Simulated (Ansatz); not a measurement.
Consider the following.

```xyz
2
Lattice="0.0000 2.7713 2.7713 2.7713 0.0000 2.7713 2.7713 2.7713 0.0000" Properties=species:S:1:pos:R:3 pbc="T T T"
Ga     0.0000     0.0000     0.0000
As     1.3857     1.3857     1.3857
```

Calculation: PBEsol with spin-orbit coupling, rigid bands (plane waves, PAW; Ansatz, a program for electronic structure). Condition of this run: hydrostatic pressure 5 GPa (the target of the relaxation). Geometry: cell and atoms relaxed with PBEsol, then loaded as said.

**Question.** What conductivity effective mass do dilute holes have at 300 K?

**Answer.** 0.37 mₑ.

**Question.** What conductivity effective mass do dilute electrons have at 300 K?

**Answer.** 0.057 mₑ.

**Question.** And the band gap?

**Answer.** 0.78 eV at this level; semilocal functionals usually fall short of the measured gap.

Rigid bands, one relaxation time for all states, no polarons.
